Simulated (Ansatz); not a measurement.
This Ansatz (a quantum-chemistry and plane-wave program) input is the reference run, Li$_{2}$Se in the anti-fluorite structure (space group Fm-3m, No. 225), computed with Ansatz PBEsol, scalar-relativistic without spin-orbit coupling:

Ansatz 0.2 input:
```yaml
crystal:
  lattice:
    - [0, 2.9724113931, 2.9724113931]
    - [2.9724113931, 0, 2.9724113931]
    - [2.9724113931, 2.9724113931, 0]
  atoms:
    - { symbol: Li, position: [0.25, 0.25, 0.25] }
    - { symbol: Li, position: [0.75, 0.75, 0.75] }
    - { symbol: Se, position: [0, 0, 0] }
basis: { ecutwfc: 420, ecutrho_ratio: 4, xc_grid: 2, fft_grid_basis: typed }
kpoints: { mp_grid: { grid: [10, 10, 10] } }
hamiltonian:
  xc: pbesol
  dispersion: none
  pseudopotentials: { kind: paw }
scf: { occupations: { method: fermi_dirac, width: 0.05 }, convergence: { dr2_threshold: 0.0000000003 } }
output: { forces: true, stress: true }
checkpoint: { write: state.ck, write_every: 1000 }
```

### Question
Write the input for this change: every lattice vector is stretched by 2.50 %, atoms relaxed at fixed cell.

### Answer
Ansatz 0.2 input:
```yaml
crystal:
  lattice:
    - [0, 3.0467216779, 3.0467216779]
    - [3.0467216779, 0, 3.0467216779]
    - [3.0467216779, 3.0467216779, 0]
  atoms:
    - { symbol: Li, position: [0.25, 0.25, 0.25] }
    - { symbol: Li, position: [0.75, 0.75, 0.75] }
    - { symbol: Se, position: [0, 0, 0] }
basis: { ecutwfc: 420, ecutrho_ratio: 4, xc_grid: 2, fft_grid_basis: typed }
kpoints: { mp_grid: { grid: [10, 10, 10] } }
hamiltonian:
  xc: pbesol
  dispersion: none
  pseudopotentials: { kind: paw }
scf: { occupations: { method: fermi_dirac, width: 0.05 }, convergence: { dr2_threshold: 0.0000000003 } }
relax: { f_tol: 0.005, max_steps: 50 }
output: { forces: true, stress: true }
checkpoint: { write: state.ck, write_every: 1000 }
```
This is the input that was run.

The cells carry an imposed strain or load. No phonon test of stability was made.
